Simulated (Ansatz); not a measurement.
## Short convergence ladders for MgSc (Pm-3m, 2 atoms in the cell)

```xyz
2
Lattice="3.6144 0.0000 0.0000 0.0000 3.6144 0.0000 0.0000 0.0000 3.6144" Properties=species:S:1:pos:R:3 pbc="T T T"
Mg     0.0000     0.0000     0.0000
Sc     1.8072     1.8072     1.8072
```

Base method: LDA (PW92), default PAW files made with PBE (plane waves; Ansatz, an electronic-structure program).

Base settings: basis.ecutwfc = 420 eV; kpoints.mp_grid.grid = 9 9 9; hamiltonian.xc = lda; hamiltonian.pseudopotentials = {kind: paw} (the program's default PAW files); scf.occupations.method = gaussian; scf.occupations.width = 0.1 eV.

Core times come from one kind of shared machine, to one figure; runs under 30 s give none.

**Zone-centre phonons against the mesh**

In this ladder: phonons.method = dfpt.

Frequencies are those of the unrelaxed cell, without the LO-TO term of polar crystals.

Only quantities that move along the ladder and can be compared are tabulated.

| kpoints.mp_grid.grid | highest zone-centre frequency (cm⁻¹) | core time / last (rough) |
|---|---|---|
| 3 3 3 | 245.0 | – |
| 4 4 4 | 241.1 | – |
| 5 5 5 | 240.0 | – |
| 6 6 6 | 241.7 | – |
| 7 7 7 | 240.4 | – |
| 11 11 11 | 240.1 | – |
| 13 13 13 | 240.2 | 0.3 |
| 17 17 17 | 240.6 | 0.6 |
| 21 21 21 | 240.6 | 1 |

Coarsest kpoints.mp_grid.grid that holds the highest zone-centre frequency within 2 cm⁻¹ of the last step, with all finer ones: 4 4 4; the step before is off by 4.3 cm⁻¹.

**The q mesh of the phonons**

In this ladder: kpoints.mp_grid.grid = 12 12 12; phonons.method = dfpt.

Only quantities that move along the ladder and can be compared are tabulated.

Thermal sums run over frequencies interpolated from this q mesh.

```csv
phonons.qmesh,zero-point energy (meV/atom),vibrational free energy at 300 K (meV/atom),core time / last (rough)
1 1 1,30.71,-18.85,–
2 2 2,29.79,-24.88,0.2
3 3 3,30.10,-23.54,0.4
4 4 4,29.93,-24.42,1
```

Coarsest phonons.qmesh that holds the vibrational free energy at 300 K within 2 meV/atom of the last step, with all finer ones: 2 2 2, at about 0.2 of the last step's time; the step before is off by 5.6 meV/atom.

Coarsest phonons.qmesh that holds the zero-point energy within 0.5 meV/atom of the last step, with all finer ones: 2 2 2, at about 0.2 of the last step's time; the step before is off by 0.78 meV/atom.

On the base run: the starting cell comes from a database of computed structures (which also holds hypothetical and non-ambient phases and stackings), without a prior relaxation at this level. Its lattice was rescaled by up to half a per cent. In the base run, with a pressure of about -4 GPa the cell is away from its equilibrium volume at this level.

Keys are those of Ansatz 0.2.
